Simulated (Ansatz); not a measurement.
Consider MgTe in the wurtzite structure (space group P6_3mc, No. 186; a = 4.561 Å, c = 7.413 Å). Axes: x lies along a and z along c of the hexagonal cell.

Method: PBEsol (Ansatz, an electronic-structure program), no SOC, earlier PAW set.

For the base:

| Quantity | Value |
|---|---|
| Electron mass | 0.15 mₑ along c, 0.17 mₑ across (at Γ) |

Perturbation: compressive biaxial strain of 1.75 % in the plane normal to [001], as in epitaxy on a mismatched substrate; the out-of-plane cell vector and the atoms relax.

Task: Predict the new electron mass and in-plane stress.

Result: The electron mass goes from 0.15 mₑ along c, 0.17 mₑ across (at Γ) to 0.15 mₑ out of plane, 0.18 mₑ in plane (at Γ); the mean in-plane stress (compression positive) amounts to +1.1 GPa.

Spin-orbit coupling, missing from the scalar runs, can matter with Te. The levels and masses belong to the bands next to the band gap. Masses are band curvatures over ±0.01 Å⁻¹ around the edge. Stability against distortions was not tested.
